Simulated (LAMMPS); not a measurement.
An MD run on a melt made from GaAs (zinc blende), 216 atoms, at 830 K and 0 GPa, brought to that temperature within a few picoseconds.

Model: classical MD, pair style bop, file GaAs.bop.table (LAMMPS).

| frequency (THz) | spectral density (1/THz), total | spectral density (1/THz), As | spectral density (1/THz), Ga |
|---|---|---|---|
| 0.07100 | 0.0056 | 0.0027 | 0.0029 |
| 0.3560 | 0.0122 | 0.0060 | 0.0063 |
| 0.6405 | 0.0331 | 0.0164 | 0.0166 |
| 0.9255 | 0.0628 | 0.0317 | 0.0311 |
| 1.210 | 0.0802 | 0.0407 | 0.0394 |
| 1.495 | 0.0958 | 0.0492 | 0.0466 |
| 1.780 | 0.1104 | 0.0570 | 0.0534 |
| 2.064 | 0.1178 | 0.0600 | 0.0578 |
| 2.349 | 0.1319 | 0.0671 | 0.0647 |
| 2.634 | 0.1394 | 0.0716 | 0.0679 |
| 2.918 | 0.1331 | 0.0672 | 0.0659 |
| 3.203 | 0.1294 | 0.0643 | 0.0651 |
| 3.488 | 0.1249 | 0.0618 | 0.0631 |
| 3.772 | 0.1152 | 0.0553 | 0.0599 |
| 4.057 | 0.1058 | 0.0505 | 0.0553 |
| 4.342 | 0.1040 | 0.0485 | 0.0556 |
| 4.627 | 0.1040 | 0.0458 | 0.0582 |
| 4.912 | 0.1065 | 0.0451 | 0.0614 |
| 5.196 | 0.1101 | 0.0461 | 0.0640 |
| 5.481 | 0.1097 | 0.0477 | 0.0621 |
| 5.765 | 0.1114 | 0.0519 | 0.0595 |
| 6.050 | 0.1106 | 0.0535 | 0.0571 |
| 6.335 | 0.1096 | 0.0545 | 0.0551 |
| 6.620 | 0.1109 | 0.0581 | 0.0528 |
| 6.905 | 0.1123 | 0.0611 | 0.0512 |
| 7.189 | 0.1141 | 0.0642 | 0.0498 |
| 7.474 | 0.1098 | 0.0624 | 0.0475 |
| 7.759 | 0.1088 | 0.0597 | 0.0491 |
| 8.043 | 0.1125 | 0.0605 | 0.0520 |
| 8.328 | 0.1050 | 0.0558 | 0.0492 |
| 8.613 | 0.1008 | 0.0523 | 0.0485 |
| 8.898 | 0.0968 | 0.0501 | 0.0467 |
| 9.182 | 0.0831 | 0.0434 | 0.0397 |
| 9.467 | 0.0615 | 0.0322 | 0.0292 |
| 9.752 | 0.0406 | 0.0215 | 0.0191 |
| 10.04 | 0.0237 | 0.0127 | 0.0111 |
| 10.32 | 0.0132 | 0.0073 | 0.0059 |
| 10.61 | 0.0091 | 0.0050 | 0.0040 |
| 10.89 | 0.0068 | 0.0038 | 0.0031 |
| 11.18 | 0.0054 | 0.0030 | 0.0024 |
| 11.46 | 0.0047 | 0.0026 | 0.0021 |
| 11.75 | 0.0041 | 0.0022 | 0.0018 |
| 12.03 | 0.0033 | 0.0018 | 0.0015 |
| 12.31 | 0.0028 | 0.0015 | 0.0013 |
| 12.60 | 0.0025 | 0.0014 | 0.0011 |
| 12.88 | 0.0023 | 0.0013 | 0.0010 |
| 13.17 | 0.0021 | 0.0011 | 0.0009 |
| 13.45 | 0.0018 | 0.0010 | 0.0008 |
| 13.74 | 0.0016 | 0.0009 | 0.0007 |
| 14.02 | 0.0014 | 0.0008 | 0.0006 |

Main features:
- state found: slow or partial motion within 30 ps, no clear phase
- mean frequency of the velocity spectrum: 5.3 THz

Caution: enthalpy drifts during the constant-pressure average: a transition or slow ageing; fluctuation values are void.
